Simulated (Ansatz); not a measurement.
Ti: Ti → Ca

Start from Ti in the hcp (Mg type) structure (space group P6_3/mmc, No. 194; a = 2.9359 Å, c = 4.6364 Å).

Perturbation: every Ti is replaced by Ca, then cell and atoms are relaxed.

Calculations: r2SCAN/PAW in Ansatz (a program for electronic structure), no SOC. Settings: 14×14×7 k-points, 0.05 eV Fermi–Dirac smearing, for the changed cell.

| quantity | base | changed | shift |
|---|---|---|---|
| density | 4.59 g/cm³ | 1.53 g/cm³ | -3.06 g/cm³ |
| lattice parameter a | 2.936 Å | 3.936 Å | +1.000 Å |
| c/a ratio | 1.579 | 1.644 | +0.065 |
| shortest interatomic distance | 2.872 Å | 3.936 Å | +1.064 Å |
| band gap | zero | zero | – |

Whether these cells are dynamically stable was not tested. The final runs are not spin-polarised. This is not the structure that Ca has at room temperature and ambient pressure.
